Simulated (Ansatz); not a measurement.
Where the default PAW files enter, the runs use the earlier of Ansatz's two default sets.

Here is the system:

```xyz
12
Lattice="4.9927 0.0000 0.0000 0.0000 4.9927 0.0000 0.0000 0.0000 6.9339" Properties=species:S:1:pos:R:3 pbc="T T T"
Si     1.5045     1.5045     3.4670
Si     0.9918     4.0008     5.2004
Si     3.4882     3.4882     0.0000
Si     4.0008     0.9918     1.7335
O      0.5314     1.1913     2.2196
O      1.3050     3.0277     3.9531
O      4.4613     3.8014     5.6866
O      3.6876     1.9650     0.4861
O      3.0277     1.3050     2.9808
O      3.8014     4.4613     1.2473
O      1.9650     3.6876     6.4478
O      1.1913     0.5314     4.7143
```

Space group of this cell: P4_12_12. The cell is taken as given.

The current runs along the normal of the first two printed vectors, the (001) plane. All runs by Ansatz (a program for electronic structure), plane waves and PAW, without spin-orbit coupling; the base is r2SCAN.

| run | mean pressure (GPa) | gap (eV) | mid-gap κ (1/Å) |
|---|---|---|---|
| base | 0.1 | 6.34 | 0.545 |
| all lengths scaled by 0.98 | 12.2 | 6.63 | 0.561 |
| all lengths scaled by 1.02 | -9.2 | 5.99 | 0.528 |
| lda in place of r2scan | -1.4 | 5.48 | 0.514 |
| lengths across the current scaled by 0.98, ions clamped | 7.9 | 6.54 | 0.554 |
| lengths across the current scaled by 1.02, ions clamped | -6.4 | … | … |
| lengths along the current scaled by 0.97, ions clamped | 5.9 | 6.47 | 0.556 |
| lengths along the current scaled by 1.03, ions clamped | -4.8 | … | … |
| pbesol in place of r2scan | 2.5 | … | … |

Question: Complete the blanks.

Answer: 
- lengths across the current scaled by 1.02, ions clamped, gap (eV): 6.10
- lengths across the current scaled by 1.02, ions clamped, mid-gap κ (1/Å): 0.536
- lengths along the current scaled by 1.03, ions clamped, gap (eV): 6.18
- lengths along the current scaled by 1.03, ions clamped, mid-gap κ (1/Å): 0.533
- pbesol in place of r2scan, gap (eV): 5.66
- pbesol in place of r2scan, mid-gap κ (1/Å): 0.522
